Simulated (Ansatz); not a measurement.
Abridged Ansatz (an electronic-structure program) output:

```
Pseudopotential: Ca, paw, valence charge 10
Pseudopotential: Sb, paw, valence charge 15
Pseudopotential: N, paw, valence charge 5
Crystal: 5 atoms, lattice volume = 110.276 Å³
Basis set: ecut = 420 eV, 2109 PW (Γ), exchange–correlation on 72×72×72 points (8 copies of the dense FFT grid, shifted against one another)
Bands: 30, of which v1, the nominal top of the filled ones, is band 25 counted from 1 (24 counted from 0)
Symmetry: 48 space group operations
k-points: 10 of 64
Functional: x = pbe(κ = 0.804, μ = 0.2195149727645171), c = pbe(β = 0.06672455060314922), warm-up for x = pbe(κ = 0.804, μ = 0.2195149727645171) + 0.25 (exact …
SCF iter   1: F=—  HF=-12324.495662 eV  |F-HF|=—  |Δ(HF+E_count)|=         —  Δρ=8.77e-4  dr2=1.30e-3  ethr=1.77e-3  ⟨swp⟩=16.7  Hψ=1547  notcnv=3
SCF iter   2: F=—  HF=-12324.497935 eV  |F-HF|=—  |Δ(HF+E_count)|=   2.27e-3  Δρ=3.96e-4  dr2=1.01e-4  ethr=2.01e-7  ⟨swp⟩=2.6  Hψ=1867  notcnv=0  defer=13
SCF 1 stopped early in 5 iterations: F = -12324.497993 eV  dr2 = 9.42e-7
Crystal: 5 atoms, lattice volume = 110.276 Å³
Functional: x = pbe(κ = 0.804, μ = 0.2195149727645171) + 0.25 (exact − pbe) at short range (hse, ω = 0.20786987370883472 Å⁻¹), c = pbe(β = 0.06672455060314922); HSE06 as pw.x's `hse` composes it (authors' and Libxc's form: `xc: wpbeh`)
SCF iter   1: F=—  HF=-12331.207641 eV  |F-HF|=—  |Δ(HF+E_count)|=         —  Δρ=5.87e-3  dr2=7.52e-2  ethr=1.88e-8  ⟨swp⟩=11.5  Hψ=2043  notcnv=0
SCF iter   2: F=—  HF=-12331.189702 eV  |F-HF|=—  |Δ(HF+E_count)|=   1.79e-2  Δρ=5.57e-3  dr2=3.60e-2  ethr=1.88e-8  ⟨swp⟩=8.4  Hψ=1627  notcnv=0
SCF 2 stopped early in 8 iterations: F = -12331.204701 eV  dr2 = 6.43e-7
Crystal: 5 atoms, lattice volume = 110.276 Å³
SCF iter   1: F=—  HF=-12331.204647 eV  |F-HF|=—  |Δ(HF+E_count)|=         —  Δρ=5.23e-5  dr2=4.06e-6  ethr=4.77e-7  ⟨swp⟩=5.2  Hψ=768  notcnv=0
SCF iter   2: F=—  HF=-12331.204646 eV  |F-HF|=—  |Δ(HF+E_count)|=   1.03e-6  Δρ=1.49e-5  dr2=2.61e-7  ethr=2.39e-10  ⟨swp⟩=4.0  Hψ=1415  notcnv=0
SCF 3 converged in 3 iterations: F = -12331.204646 eV  dr2 = 1.17e-8
Free energy (F): -12331.204647 eV
Internal energy: -12331.204647 eV  (E = F + TS)
E sigma→0 (E₀):  -12331.204647 eV
Fermi energy:    9.286421 eV
```

Task: What was computed, and what are the main results?

Result: Ca3SbN, 5 atoms in the cell, with HSE06 (Ansatz; PAW; 420 eV plane waves; no SOC). The last SCF converged to F = -12331.204647 eV, or -2466.2409 eV per atom. The total energy compares only with runs of the same code, potentials and settings.

Single points use the geometry relaxed with PBEsol. With Sb present, leaving out spin-orbit coupling can change the band edges. Load acts through the strain it causes; cell and atoms are relaxed under it. Whether these cells are dynamically stable was not tested. The cell was made from Ca₃SbN in the anti-perovskite structure (space group Pm-3m, No. 221; a cell from a computed database, its experimental status unchecked) by this change: pressure 0.3 GPa.
